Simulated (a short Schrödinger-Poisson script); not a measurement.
System: MOS inversion layer, SiO2 on p-type Si(100), at 400 K.

From the gate side: 4 nm SiO2; 540 nm Si, acceptors 6.2e17 cm⁻³.

The device is made up for the run: typed textbook-type constants, with dimensions and the other settings drawn at random. SiO2: permittivity 3.9, conduction-band edge (eV) 3.15, gap (eV) 9, electron mass (mₑ) 0.5. Si: permittivity 11.7, conduction-band edge (eV) 0, gap (eV) 1.124, Nv at 300 K (cm⁻³) 3.1e19.

Channel valleys (confinement mass, in-plane density-of-states mass, number): Δ2 0.916, 0.19, 2; Δ4 0.19, 0.417, 4. At the gate the conduction-band edge of layer 1 lies 3.55 eV − eVg above the Fermi level of the channel; the field vanishes at the back. Gaps are held at their typed values at every temperature. Mesh 0.03 nm at interfaces.

Solved with a short Schrödinger-Poisson script written for these runs: 1D Poisson equation in equilibrium, electrons quantum, Hartree (BenDaniel-Duke, 12 states a valley, the channel's in-plane mass for all, wave functions free to enter the dielectric), parabolic valleys, classical holes, full ionisation, no traps, pinning or gate leakage.

| Vg (V) | electrons (cm⁻²) | C (μF/cm²) | Δ2 E0 (meV from the Fermi level) | Δ4 E0 (meV from the Fermi level) |
|---|---|---|---|---|
| 0.6 | 1.05e9 | 0.209 | 324.7 | 372.7 |
| 0.75 | 2.25e10 | 0.247 | 217.2 | 267.6 |
| 0.9 | 2.29e11 | 0.484 | 135.5 | 188.4 |
| 1.05 | 7.10e11 | 0.636 | 94.5 | 150.0 |
| 1.2 | 1.31e12 | 0.695 | 71.3 | 129.4 |
| 1.35 | 1.96e12 | 0.724 | 55.4 | 116.0 |
| 1.5 | 2.64e12 | 0.741 | 43.2 | 106.2 |
| 1.65 | 3.33e12 | 0.753 | 33.2 | 98.5 |
| 1.8 | 4.04e12 | 0.761 | 24.7 | 92.1 |
| 1.95 | 4.75e12 | 0.768 | 17.2 | 86.7 |
| 2.1 | 5.47e12 | 0.773 | 10.5 | 82.0 |
| 2.25 | 6.19e12 | 0.778 | 4.4 | 77.8 |
| 2.4 | 6.92e12 | 0.781 | -1.3 | 74.0 |
| 2.55 | 7.65e12 | 0.784 | -6.6 | 70.6 |
| 2.7 | 8.39e12 | 0.787 | -11.5 | 67.4 |
| 2.85 | 9.13e12 | 0.789 | -16.2 | 64.4 |
| 3 | 9.87e12 | 0.792 | -20.7 | 61.6 |
| 3.15 | 1.06e13 | 0.793 | -25.0 | 59.0 |

Gate voltages with under 1e9 electrons/cm² are left out.

Question: At Vg = 3.15 V the lowest Δ2 subband lies at -25.0 meV from the Fermi level. How many electrons does it hold, and what share of all?

Answer: The two-dimensional density of states is g m/(πħ²) = 1.59e11 cm⁻² meV⁻¹ (both spins), kT = 34.5 meV, so n = D kT ln(1 + exp(−E/kT)) = 6.13e12 cm⁻², 0.58 of the 1.06e13 cm⁻² in all.

Question: Compare the slope of the sheet density between 2.85 and 3.15 V with the geometric capacitance of the layers between gate and channel.

Answer: q Δn/ΔV = 0.785 μF/cm²; ε0/Σ(t/ε) = 0.863 μF/cm². The ratio is 0.91: the channel acts as a further capacitance in series.
